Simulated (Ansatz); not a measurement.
The starting structures come from a database of crystals and need not be the phases stable at ambient conditions.

By PBEsol, the system below comes out a metal.

Without scattering a metal conducts by its projected Fermi surface.

Consider the following.

```
CELL_PARAMETERS angstrom
      3.00015     0.00000     0.00000
     -1.00005     2.82857     0.00000
      1.00005     1.41429     2.44962
ATOMIC_POSITIONS crystal
  Hf 0.00000 0.00000 0.00000
```

Space group of this cell: Im-3m, bcc (W type). The cell is strained (all lengths scaled by 0.98); by PBEsol its mean pressure is 2.5 GPa.

The current flows along the normal of the first two printed cell vectors, the (110) plane of the conventional cell. No spin-orbit coupling; the value is a mean over 0.1 eV about the Fermi level.

Q: State the ballistic conductance per area according to PBEsol run with Ansatz (an electronic-structure program).

A: 1.4 × 10¹⁵ S/m² for both spins.
